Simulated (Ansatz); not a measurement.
# Zr: pressure 18 GPa

The reference is Zr in the hcp (Mg type) structure (space group P6_3/mmc, No. 194; a = 3.184 Å, c = 5.116 Å).

It is then changed as follows: a hydrostatic pressure of 18 GPa.

Level of theory: PBEsol/PAW in Ansatz (an electronic-structure program), without spin-orbit coupling. Settings: 17×17×9 k-points, 0.05 eV Fermi–Dirac smearing.

Volume per atom: 19.38 Å³ (base 22.46 Å³)
Lattice parameter a: 3.003 Å (base 3.184 Å)
c/a ratio: 1.653 (base 1.607)
Shortest interatomic distance: 3.003 Å (base 3.150 Å)
Enthalpy H = E + PV relative to the base's energy: +2.33 eV/atom
Band gap: zero (base zero)

Final structure:

```
Zr
1.0
    3.00251     0.00000     0.00000
   -1.50125     2.60025     0.00000
    0.00000     0.00000     4.96333
Zr
2
Direct
  0.33333   0.66667   0.75000
  0.66667   0.33333   0.25000
```

Load acts through the strain it causes; cell and atoms are relaxed under it. Whether these cells are dynamically stable was not tested. All final runs are without spin polarisation. Measured, Zr leaves this structure (for the ω phase) near 3 GPa (temperature not stated; as listed in C. Cazorla, D. Alfè, M. J. Gillan, Physical Review B (2008)).
